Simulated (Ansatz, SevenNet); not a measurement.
For AlCr₂C (P6₃/mmc, No. 194, 8 atoms in the cell; start mp-9956), the machine-learned potential SevenNet-0 (trained on PBE and PBE+U data) gives:

```
Property                Value
-------------------  --------
lattice parameter a   2.853 Å
lattice parameter c  12.648 Å
```

Task: What does r²SCAN in Ansatz (PAW) give for the same quantities?

Result: 
- lattice constant a: 2.823 Å (falls by 1.1 %)
- lattice parameter c: 12.639 Å (falls by 0.1 %)

Changes are worked out from the printed values.

Unless a cell is named, each level is at its own relaxed cell (SevenNet-0 11.14, r²SCAN 10.90 Å³/atom).

The crystal itself was run without spin with r²SCAN; a magnetic state was not tried in these runs.

Caveats: the relaxation could not lower the start's symmetry, so the cell can be a saddle point above a distorted one (SevenNet-0, r²SCAN). Ansatz's density-functional and Hartree–Fock values are scalar-relativistic unless marked +SOC, with PAW data made under PBE.

A start named mp-… is a Materials Project structure, which need not be a measured phase.

Ansatz is a first-principles code.
